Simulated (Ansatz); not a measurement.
In3SbTe2, pressure series

Base system: In$_{3}$SbTe$_{2}$ (space group Immm, No. 71; a = 4.406 Å, b = 6.210 Å, c = 13.246 Å; a cell from a computed database, its experimental status unchecked).

Cell and atoms are relaxed at each pressure.

Computed with PBE/PAW in Ansatz (a quantum-chemistry and plane-wave program), spin-orbit coupling left out.

| pressure (GPa) | volume per atom (Å³/atom) |
|---|---|
| -1 | 30.959 |
| 0 | 30.201 |
| 0.3 | 29.995 |
| 0.7 | 29.733 |
| 1.5 | ? |
| 3 | 28.444 |
| 5 | 27.546 |
| 7.5 | 26.606 |
| 10 | 25.826 |

Problem. Fit the third-order Birch–Murnaghan form P(V) = (3B₀/2)[(V₀/V)^(7/3) − (V₀/V)^(5/3)]·[1 + (3/4)(B₀′ − 4)((V₀/V)^(2/3) − 1)] (squares taken in P) to the rows shown and predict the withheld row.

Solution. Least squares on the printed values gives V₀ = 30.202 Å³/atom, B₀ = 43.0 GPa, B₀′ = 5.0; this predicts 29.246 Å³/atom, and the run gives 29.253 Å³/atom, 0.007 higher.

Load acts through the strain it causes; cell and atoms are relaxed under it. No phonon test of stability was made. No other phases were tried under pressure. All final runs are without spin polarisation.
